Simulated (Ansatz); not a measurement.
By hand: surface energy of the Si(111) slab with 2 Cl, the mean of its two faces, with the listed reservoirs for the atoms in excess

We look at the surface energy of the Si(111) slab with 2 Cl, the mean of its two faces, with the listed reservoirs for the atoms in excess. Reaction: 10 Si (diamond) + Cl2 (gas) → cell A.

A: a slab of Si (diamond, Fd-3m) cut along (111), 12 atoms, hexagonal cell of 3.87 Å (13.0 Å²), symmetry P-3m1 within 0.02 Å, 17.5 Å thick under 16 Å of vacuum, in-plane vectors held at the crystal's; planes from bottom to top: Cl | Si × 10 | Cl; added, foreign or displaced atoms, above the top plane and below the bottom plane: two times Cl bound to 1 Si at 2.08 Å; spin state with PBE: run without spin.

Ansatz (a quantum-chemistry and plane-wave program) with PAW potentials; structures come from PBE relaxations, nuclei static, no net charge. Ansatz runs with its PAW set soft_1. Other levels take these structures. The lattices are those relaxed with PBE, so at other levels the solids can be strained, which adds to the spread. A dispersion term (D3(BJ), or D4 for r2SCAN) was computed beside these levels and is taken off wherever the name lacks it. Space groups of crystals are read within 0.01 Å. Cell A has symmetry P-3m1 within 0.02 Å and got no random move, so less symmetric positions, which may lie lower, weren't tried.

Total energies of the cells in eV, at zero smearing width. They compare only within one column; the weights balance every element.

| cell | atoms | weight | r2SCAN | RPBE |
|---|---|---|---|---|
| A: Si(111) slab with 2 Cl | 12 | +1 | -8560.85204 | -8558.37870 |
| Si (diamond) | 2 | −5 | -1278.12913 | -1277.80599 |
| Cl2 (gas) | 2 | −1 | -2167.02949 | -2166.61723 |

r2SCAN: (-8560.85204) − 5 × (-1278.12913) − (-2167.02949) = -3.1769 eV; dividing by 2 × 12.955 Å² and converting at 16.022 J/m² per eV/Å² gives -1.96 J/m².

RPBE: (-8558.37870) − 5 × (-1277.80599) − (-2166.61723) = -2.7315 eV; dividing by 2 × 12.955 Å² and converting at 16.022 J/m² per eV/Å² gives -1.69 J/m².
